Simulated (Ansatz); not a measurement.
TiB2, response to strain

Consider TiB2 (space group P6/mmm, No. 191; a = 3.017 Å, c = 3.185 Å). Axes: x lies along a and z along c of the hexagonal cell.

Strains are applied to the cell and any free atomic positions relax.

Computed with Kohn–Sham DFT with the PBEsol functional, run in Ansatz (a first-principles code) with PAW and 420 eV plane waves, no spin-orbit coupling.

Notes on the quantities. pressure: mean of the normal stresses, compression positive; energy relative to the base: free energy F.

| variant | pressure | energy relative to the base | shortest interatomic distance |
|---|---|---|---|
| base | 0.0 GPa | 0 meV/atom | 1.742 Å |
| uniaxial strain ε_xx = −2.50 % | 7.7 GPa | +12 meV/atom | 1.713 Å |
| uniaxial strain ε_xx = −2.00 % | 6.1 GPa | +7.3 meV/atom | 1.718 Å |
| uniaxial strain ε_xx = −1.50 % | 4.5 GPa | +4.1 meV/atom | 1.724 Å |
| uniaxial strain ε_xx = −1.00 % | 3.0 GPa | +1.8 meV/atom | 1.730 Å |
| uniaxial strain ε_xx = +1.00 % | -2.8 GPa | +1.7 meV/atom | 1.744 Å |
| uniaxial strain ε_xx = +1.50 % | -4.1 GPa | +3.9 meV/atom | 1.745 Å |
| uniaxial strain ε_xx = +2.00 % | -5.4 GPa | +6.8 meV/atom | 1.746 Å |
| uniaxial strain ε_xx = +2.50 % | -6.6 GPa | +11 meV/atom | 1.747 Å |
| uniaxial strain ε_xx = +3.00 % | -7.8 GPa | +15 meV/atom | 1.747 Å |

The mesh was chosen for an insulator and is coarse for the gapless case. Without a gap, meshes like the base's 13×13×10 leave anisotropic stresses uncertain by several tenths of a GPa, and small strain energies with them. Whether these cells are dynamically stable was not tested. All final runs are without spin polarisation.
